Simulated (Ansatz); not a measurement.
**beta Ga2O3: the defect Ti on the Ga site**

Computed with PBE, PAW (plane waves to 420 eV; Ansatz, an electronic-structure program). A supercell of 120 sites (1×3×2 repeats of a cell of 20 atoms) was used; the energies come from a 2×2×2 shifted sampling of its zone. Site at the start: the Ga(2) site. Finite-size correction: monopole term and site-potential alignment. Dielectric constants: PBE linear response of the host. Host gap at this level: 2.01 eV. A cell of this size leaves errors of a few tenths of an eV. Levels are measured in PBE's own, too narrow, gap. Spin–orbit coupling is left out, and no Hubbard U is applied to the open shells. Each state is the lowest found from its start.

Formation energies E_f are given with the Fermi level at the valence-band maximum. Chemical conditions: Ga-rich (Δμ(Ga) = 0.00 eV, Δμ(Ti) = -3.07 eV, bounded by anatase TiO2; only phases computed here count, gases as isolated molecules at 0 K); O-rich (Δμ(Ga) = -4.56 eV, Δμ(Ti) = -9.15 eV, bounded by anatase TiO2; only phases computed here count, gases as isolated molecules at 0 K). Reference phases: Ga: alpha gallium, Ti: hcp Ti.

Charges with a result: +2, +1, 0, −1. Others weren't obtained, and one of them could lie lower, also by skipping a charge.

| charge | moment (μB) | point group | largest move off a lattice site (Å) | image correction with alignment (eV) | E_f, Ga-rich (eV) | E_f, O-rich (eV) | above the lowest spin state (eV) |
|---|---|---|---|---|---|---|---|
| +2† | fractional | – | 0.08 | 0.52 | – | – | 0.00 |
| +1 | not spin-polarised | Cs | 0.08 | 0.18 | -1.88 | -0.36 | 0.00 |
| 0* | fractional | – | 0.05 | – | – | – | 0.00 |
| −1* | fractional | – | 0.04 | – | – | – | 0.00 |
| −1* | not spin-polarised | Cs | 0.07 | – | – | – | 0.03 |

* At this level the carrier isn't localised at the defect: at charge 0 electrons occupy the conduction band; at charge −1 electrons occupy the conduction band. Such a state is shallow or no state of the defect, and this cell gives it no level.

† Not settled in this cell, so no level is given: charge +2: fractional moment, a level filled in part, carriers not clearly localised, level within 0.1 eV of a band edge or past it.

Point groups are those of the whole cell at tolerances of 0.03 and 0.1 Å ("near" where only the looser one holds); none is given for unsettled states.

Starting moments that weren't kept: charge 0 began with 1 μB and ended with 0.4; charge −1 began with 2 μB and ended with 0.6.

No other site or start that was run ended lower by more than 0.1 eV.

Flagged in the runs: a doubtful potential alignment, a host whose relaxation on this sampling wasn't shown to rest.
